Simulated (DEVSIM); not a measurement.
Structure: abrupt InP p-n junction, at 300 K.

```tsv
layer (left to right)	material	thickness (μm)	Nd (cm⁻³)	Na (cm⁻³)	τn (s)	τp (s)
1	InP	0.0360	-	1.7e16	2.9e-8	2.9e-8
2	InP	0.790	7.5e14	-	2.9e-8	2.9e-8
```

Left contact: ohmic. Right contact: ohmic. Voltage is applied to the left contact. Recombination: SRH at mid-gap. Mobility is constant in doping.

Constants are typed, rounded textbook-type inputs, not results; the design itself was drawn at random and stands for no fabricated device. Values at 300 K.

```csv
parameter,InP
gap (eV),1.344
affinity (eV),4.38
permittivity,12.5
Nc (cm⁻³),5.7e17
Nv (cm⁻³),1.1e19
μn (cm²/Vs),5200
μp (cm²/Vs),170
```

Model (solved in DEVSIM): 1D drift-diffusion, Boltzmann statistics, complete ionisation; no tunnelling, impact ionisation, image-force lowering or self-heating.

Give the dark forward current.


| V (V) | J (A/cm²) |
|---|---|
| 0.05 | 4.4e-10 |
| 0.10 | 1.6e-9 |
| 0.15 | 4.7e-9 |
| 0.20 | 1.4e-8 |
| 0.25 | 3.9e-8 |
| 0.30 | 1.2e-7 |
| 0.35 | 3.8e-7 |
| 0.40 | 1.4e-6 |
| 0.45 | 6.0e-6 |
| 0.50 | 3.0e-5 |
| 0.55 | 0.00017 |
| 0.60 | 0.0010 |
| 0.65 | 0.0065 |
| 0.70 | 0.041 |
| 0.75 | 0.26 |
| 0.80 | 1.6 |
| 0.85 | 9.9 |
| 0.90 | 53 |
| 0.95 | 220 |
| 1.00 | 600 |
| 1.05 | 1200 |
| 1.10 | 2000 |
